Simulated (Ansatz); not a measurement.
Take ZnF$_{2}$ in the rutile structure (space group P4_2/mnm, No. 136; a = 4.8011 Å, c = 3.1749 Å) as the base.

Now apply this change: every lattice vector is shortened by 1.20 %, atoms relaxed at fixed cell.

Computed with Ansatz (a program for electronic structure), PBE, PAW, cutoff 420 eV, spin-orbit coupling left out.

Base, band edges from the VBM (valence, conduction): A -0.75, 7.95; M -0.25, 6.86; R 0.00, 8.56; X -0.30, 6.03; Z -1.09, 8.11; Γ -0.01, 3.52 eV.

Problem. Give the band edges at the high-symmetry points of the new zone, measured from its valence-band maximum.

Solution. 
```tsv
point	valence edge (eV)	conduction edge (eV)
Γ	0.00	3.56
X	-0.39	6.13
M	-0.33	7.03
Z	-1.19	8.28
R	-0.04	8.76
A	-0.78	8.09
```

The gap is 3.56 eV, direct at Γ.

The cells carry an imposed strain or load. Gaps are Kohn–Sham eigenvalue differences; semilocal functionals usually give less than the measured gap. No phonon test of stability was made.
